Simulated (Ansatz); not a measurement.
**Converging the plane-wave cutoff: LaPd (Cm, 4 atoms in the cell)**

```
CELL_PARAMETERS angstrom
      1.98699    -5.50052     0.00000
      1.98699     5.50052     0.00000
      0.00000     0.00000     4.64436
ATOMIC_POSITIONS crystal
  La 0.86482 0.13518 0.76077
  La 0.13518 0.86482 0.25000
  Pd 0.58721 0.41279 0.75000
  Pd 0.41279 0.58721 0.25000
```

Method of the run: LDA (PW92), default PAW files made with PBE (plane waves; Ansatz, an electronic-structure program).

Base settings: basis.ecutwfc = 420 eV; kpoints.mp_grid.grid = 5 5 3; hamiltonian.xc = lda; hamiltonian.pseudopotentials = {kind: paw} (the program's default PAW files); scf.occupations.method = gaussian; scf.occupations.width = 0.1 eV.

The second cell is the first with its lattice scaled by 0.98.

The mesh stays at the base's, so the ladder's end is converged at best in this setting alone.

The first pressure column holds Ansatz's estimate of the finite-basis (Pulay) stress, which hides part of the cutoff error; the other is without it.

Only quantities that move along the ladder and can be compared are tabulated.

The count of work is k-points × plane waves × bands × iterations; it is no time. 

The starting cell comes from a database of computed structures (which also holds hypothetical and non-ambient phases and stackings), without a prior relaxation at this level. Its lattice was rescaled by up to half a per cent. One atom was moved a little off its site on purpose. Spin polarisation is off. In the base run, with a pressure of about -5 GPa the cell is away from its equilibrium volume at this level. Without a gap this mesh is coarse (it stands for a supercell whose shortest vector is 14 Å).

| basis.ecutwfc | free energy less the last step's (meV/atom) | energy of the compressed cell less the first (meV/atom) | pressure (GPa) | pressure without the Pulay estimate (GPa) | largest difference of a force vector from the last step's (eV/Å) | count of work / last |
|---|---|---|---|---|---|---|
| 145 eV | 37198.91 | -77.09 | -1.03 | -687.05 | 1.398 | 0.053 |
| 170 eV | 17286.04 | -186.72 | -3.67 | -390.97 | 0.715 | 0.061 |
| 190 eV | 8968.47 | 18.79 | 0.04 | -239.20 | 0.500 | 0.073 |
| 210 eV | 4544.31 | 39.08 | -2.72 | -142.16 | 0.268 | 0.073 |
| 230 eV | 2268.76 | -31.67 | -4.55 | -83.86 | 0.091 | 0.11 |
| 250 eV | 1088.99 | -34.12 | -5.82 | -48.59 | 0.050 | 0.12 |
| 295 eV | 175.13 | -25.87 | -4.69 | -14.49 | 0.012 | 0.16 |
| 335 eV | 23.91 | -24.86 | -4.76 | -6.57 | 0.004 | 0.17 |
| 380 eV | 2.32 | -24.93 | -4.78 | -4.92 | 0.000 | 0.20 |
| 420 eV | 1.16 | -24.95 | -4.78 | -4.79 | 0.000 | 0.24 |
| 460 eV | 0.87 | -24.96 | -4.78 | -4.79 | 0.000 | 0.27 |
| 505 eV | 0.62 | -24.96 | -4.78 | -4.79 | 0.000 | 0.36 |
| 565 eV | 0.53 | -24.97 | -4.78 | -4.79 | 0.000 | 0.38 |
| 630 eV | 0.37 | -24.98 | -4.78 | -4.79 | 0.000 | 0.49 |
| 735 eV | 0.13 | -24.98 | -4.78 | -4.79 | 0.000 | 0.55 |
| 840 eV | 0.07 | -24.99 | -4.78 | -4.79 | 0.000 | 0.67 |
| 1010 eV | 0.00 | -24.99 | -4.78 | -4.79 | 0.000 | 1.0 |

Coarsest basis.ecutwfc that holds the pressure within 0.5 GPa of the last step, with all finer ones: 295 eV, at 0.16 of the last step's count of work; the step before is off by 1.0 GPa.

Coarsest basis.ecutwfc that holds the energy of the compressed cell less the first within 0.2 meV/atom of the last step, with all finer ones: 335 eV, at 0.17 of the last step's count of work; the step before is off by 0.88 meV/atom.

Coarsest basis.ecutwfc that holds the forces within 0.02 eV/Å of the last step, with all finer ones: 295 eV, at 0.16 of the last step's count of work; the step before is off by 0.050 eV/Å.

The energy difference between the two cells stays within 1 meV/atom of the last step's from 295 eV on, the total only from 460 eV on: much of the error is common to both cells and cancels.

At the lowest cutoff the pressure without the Pulay estimate lies 682 GPa under the last step's, the usual sign of Pulay stress in an incomplete plane-wave basis.

Keys are those of Ansatz 0.2.
